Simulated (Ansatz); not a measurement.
F on the 1x1 (0001) surface of hcp Zr, one in a 2x2 cell: adsorption energies (eV for each) against ½ F2(g) in Ansatz (plane waves, PAW). Structures relaxed with PBE; the other functionals are single points on them, with slab and gas at the same level. No dispersion, zero-point or thermal terms. Rows are starts at which the adsorbate stayed; left out, since it moved away, changed or didn't bind there, or the run didn't converge: bridge Zr-Zr (span 3.2 Å).

Set-up: 17 atoms, 7.6 Å thick at the start under the adsorbate (thin: gaps and levels are the slab's own); mesh 5x5x1; 0.1 eV smearing; dipole correction on; 8 atoms held, the rest relaxed; each run with such symmetry as its start has; no spin, no spin-orbit, no U, no dispersion correction.

| site | PBE | RPBE | r2SCAN |
|---|---|---|---|
| top Zr | -4.56 | -4.49 | -4.82 |
| hollow Zr-Zr-Zr | -5.37 | -5.16 | -5.89 |
| hollow Zr-Zr-Zr over Zr at depth 2.4 Å | -5.24 | -5.06 | -5.70 |

RPBE moves the energies by 0.15 eV on average against PBE and puts 'hollow Zr-Zr-Zr' lowest, as PBE does. r2SCAN moves the energies by -0.41 eV on average against PBE and puts 'hollow Zr-Zr-Zr' lowest, as PBE does.

Ansatz is a quantum-chemistry and plane-wave program.
